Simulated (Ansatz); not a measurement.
Zinc-blende LaN (model structure): equilibrium lattice constant a by level of theory

No measured value is used here.

```
level (code)     value (Å)
---------------  ---------
LDA (Ansatz)             ?
PBE (Ansatz)         5.612
PBEsol (Ansatz)      5.546
r²SCAN (Ansatz)      5.605
```

### Question
Some entries are withheld; supply them.

### Answer

- LDA (Ansatz, an electronic-structure program), value (Å): 5.505

Ansatz's density-functional and Hartree–Fock values are scalar-relativistic unless marked +SOC, with PAW data made under PBE.

A model structure was made by putting elements into a prototype or built by hand; it is no filed structure, need not be a known phase, and can be a saddle point held by its symmetry.
